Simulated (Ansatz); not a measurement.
Band structure of Mg (P6_3/mmc, 2 atoms in the cell).

```
Mg
1.0
    3.21167     0.00000     0.00000
   -1.60583     2.78139     0.00000
    0.00000     0.00000     5.20547
Mg
2
Direct
  0.33333   0.66667   0.25000
  0.66667   0.33333   0.75000
```

Computed with PBE, PAW files (plane waves; Ansatz, a program for electronic structure).

Settings: kpoints.mp_grid.grid = 12 12 7; hamiltonian.xc = pbe; hamiltonian.pseudopotentials = {kind: paw} (the program's default PAW files); scf.occupations.method = gaussian; scf.occupations.width = 0.1 eV; kpoints.band_path.npoints = 8.

The starting cell comes from a database of computed structures (which also holds hypothetical and non-ambient phases and stackings), without a prior relaxation at this level. Its lattice was rescaled by a random factor within 2.5 % of one.

Levels in eV from the Fermi level, bands 7 to 13:
```tsv
point	7	8	9	10	11	12	13
Γ	-42.70	-42.70	-6.82	-1.59	-1.17	10.90	10.90
M	-42.71	-42.70	-2.07	-2.06	2.70	3.08	3.31
K	-42.71	-42.71	-0.55	-0.54	-0.54	4.16	4.16
A	-42.70	-42.70	-5.43	-5.43	5.08	5.08	11.64
L	-42.71	-42.71	-1.03	-1.03	-0.39	-0.39	8.02
H	-42.70	-42.70	0.26	0.26	0.74	0.74	1.57
```

Bands cross the Fermi level along this path, so the cell is metallic at this level.

Keys are those of Ansatz 0.2.
